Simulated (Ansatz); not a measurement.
Ansatz (a first-principles code) run on a sheet of SnO₂ (3 atoms in the cell): relaxation of the atoms.

Computed with LDA (PW92), default PAW files made with PBE (plane waves; Ansatz).

The change in words: atoms moved at random; scf.convergence.dr2_threshold: default (1e-07 eV) → 0.001 eV; relax: default → atoms; relax.f_tol: default → 0.03 eV/Å. Reference geometry:
```
SnO2
1.0
    2.98346     0.00000     0.00000
   -1.49173     2.58375     0.00000
    0.00000     0.00000    16.44453
Sn O
1 2
Cartesian
  0.00000   0.00000   8.22226
  0.00000   1.72250   9.44454
  1.49173   0.86125   6.99999
```

Reference input (self-consistent single point, DFT, LDA (PW92), plane waves, default PAW files made with PBE): basis.ecutwfc = 30.9 Ry; kpoints.mp_grid.grid = 13 13 1; hamiltonian.xc = lda; hamiltonian.pseudopotentials = {kind: paw} (the program's default PAW files); scf.occupations.method = gaussian; scf.occupations.width = 0.0037 Ry. This run's input differs from it in these lines:

Ansatz 0.2 input:
```diff
@@ -7,5 +7,5 @@
   atoms:
-    - { symbol: Sn, position: [0.00000000, 0.00000000, 0.50000000] }
-    - { symbol: O, position: [0.33333300, 0.66666700, 0.57432700] }
-    - { symbol: O, position: [0.66666700, 0.33333300, 0.42567300] }
+    - { symbol: Sn, position: [0.00710900, 0.00594800, 0.49934500] }
+    - { symbol: O, position: [0.31579700, 0.66967200, 0.57458900] }
+    - { symbol: O, position: [0.67709400, 0.32438000, 0.42606600] }
 basis:
@@ -23,2 +23,6 @@
     width: 0.0037 Ry
+  convergence:
+    dr2_threshold: 1.0e-03 eV
+relax:
+  f_tol: 0.03
 output:
```

Log, with long lists cut:

```
   [... SCF lines of the steps left out ...]
relax step   1: F+E_penalty+E_count = -6988.73479077 eV  Δ(F+E_penalty+E_count) = +0.000e0 eV  max|allowed force component| = 2.356e0 eV/Å  Δτ_max = 0.0000 Å  (6 SCF iters, accepted)
relax step   2: F+E_penalty+E_count = -6989.07091950 eV  Δ(F+E_penalty+E_count) = -3.361e-1 eV  max|allowed force component| = 2.210e-1 eV/Å  Δτ_max = 0.1485 Å  (5 SCF iters, accepted)
relax step   3: F+E_penalty+E_count = -6989.07437506 eV  Δ(F+E_penalty+E_count) = -3.456e-3 eV  max|allowed force component| = 8.063e-2 eV/Å  Δτ_max = 0.0112 Å  (2 SCF iters, accepted)
relax step   4: F+E_penalty+E_count = -6989.07469029 eV  Δ(F+E_penalty+E_count) = -3.152e-4 eV  max|allowed force component| = 1.360e-2 eV/Å  Δτ_max = 0.0051 Å  (2 SCF iters, accepted)
Stability not checked: this state was not tested for a lower state beside it, because too few of the mixer's solves of this state at the end of the SCF gave a …
Free energy (F): -6989.074690 eV
Internal energy: -6989.074690 eV  (E = F + TS)
E sigma→0 (E₀):  -6989.074690 eV
Fermi energy:    -2.446566 eV
--- Forces (eV/Å), atoms counted from 1 ---
  atom   1  Sn     0.00046640     0.00075467     0.01336352
  atom   2  O     -0.00694906     0.00317169    -0.00420821
  atom   3  O      0.00725160    -0.00261997    -0.00987323
--- Stress (GPa, compression-positive) ---
        8.185052       0.012801      -0.034838
        0.012801       8.195898       0.014748
       -0.035170       0.014887       0.010383
   [... lines left out ...]
  F+E_penalty+E_count = -6989.07469029 eV   max|allowed force component| = 1.360e-2 eV/Å
  atoms:
    - { symbol: Sn, position: [-2.3739454957303335e-5, -2.3246211033297178e-5, 0.49999203582837826] }
    - { symbol: O, position: [0.3336157798337505, 0.6665020415862697, 0.5659301713439416] }
    - { symbol: O, position: [0.6664079596212067, 0.3335212046247637, 0.43407779282768016] }
```

The run converged. 

Summary of the result:
| Quantity | Value |
|---|---|
| Free energy E − TS (on the zero of these files) | -6989.0747 eV |
| Top of the valence band (on the code's own zero) | -4.37 eV |
| Gap on the k-point mesh | 3.85 eV |
| Pressure averaged over the cell with its vacuum | 5.46 GPa |
| Largest force (vector length) | 0.013 eV/Å |
| Relaxation steps | 4 |

The starting cell was generated: these elements placed on a structure prototype, without a prior relaxation; it need not be a known phase or ordering of this composition. Its lattice was rescaled in the plane by a random factor within 2.5 % of one. For this run, on top of that: atoms moved at random.

Cost on one core of a shared machine: roughly 90 s.
